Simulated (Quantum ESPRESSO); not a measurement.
Troubleshooting Quantum ESPRESSO: a failed run on the (100) slab of Re (cut from a parent of space group no. 194; 6 atoms in the cell). The aim is a self-consistent single point with DFT, LDA (PZ), plane waves, GBRV 1.5 ultrasoft (LDA) pseudopotentials.

This input was run:

```fortran
&control
    calculation = 'single-point'
    prefix = 'pwscf'
    outdir = './work'
    pseudo_dir = './'
    verbosity = 'high'
    tprnfor = .true.
    tefield = .true.
    dipfield = .true.
/
&system
    ibrav = 0
    nat = 6
    ntyp = 1
    ecutwfc = 40
    ecutrho = 320
    occupations = 'smearing'
    smearing = 'mp'
    degauss = 0.0036749
    edir = 3
    emaxpos = 0.970
    eopreg = 0.05
    eamp = 0.0
/
&electrons
    conv_thr = 1.0d-9
    mixing_beta = 0.4
    mixing_mode = 'local-TF'
/
ATOMIC_SPECIES
Re   186.2070  re_lda_v1.2.uspp.F.UPF
CELL_PARAMETERS angstrom
   2.72275400     0.00000000     0.00000000
   0.00000000     4.40468700     0.00000000
   0.00000000     0.00000000    16.38630000
ATOMIC_POSITIONS alat
Re    0.25000000    0.40443307    2.42276754
Re    0.25000000    1.21329920    1.83637629
Re    0.75000000    0.40443307    3.30235744
Re    0.75000000    1.21329920    2.71596618
Re    0.25000000    0.40443307    4.18190520
Re    0.25000000    1.21329920    3.59551395
K_POINTS automatic
7 4 1  0 0 0
```

The program printed (abridged):

```
     This program is part of the open-source Quantum ESPRESSO suite
     for quantum simulation of materials; please cite

 %%%%%%%%%%%%%%%%%%%%%%%%%%%%%%%%%%%%%%%%%%%%%%%%%%%%%%%%%%%%%%%%%%%%%%%%%%%%%%
     Error in routine  control_checkin (1):
      calculation "single-point" not allowed
 %%%%%%%%%%%%%%%%%%%%%%%%%%%%%%%%%%%%%%%%%%%%%%%%%%%%%%%%%%%%%%%%%%%%%%%%%%%%%%

     stopping ...
```

Read the log: what does the program object to, and what is the fix?

The fault is a value that the program does not know. The key takes a closed list of words, and names differ between codes. To fix it, use one of the words that the key accepts. The program stopped before any SCF iteration.

An input that runs soundly differs in these lines (not the only fix; some lines may just follow from the change or write a value another way):
```diff
-    calculation = 'single-point'
+    calculation = 'scf'
```

With that input, the run converged in 16 iterations: free energy E − TS -15562.3902 eV; Fermi level (on the code's own zero) 8.39 eV; largest force (vector length) 2.852 eV/Å (DFT, LDA (PZ), plane waves, GBRV 1.5 ultrasoft (LDA) pseudopotentials).

On the sound input: the starting cell comes from a database of computed structures (which also holds hypothetical and non-ambient phases and stackings), without a prior relaxation at this level. The slab is cut from that crystal, and its faces are unrelaxed. Its lattice was rescaled in the plane by a random factor within 2.5 % of one. Spin polarisation is off. Forces in this geometry exceed 1 eV/Å. Without a gap this mesh is coarse (it stands for a supercell whose shortest in-plane vector is 18 Å).
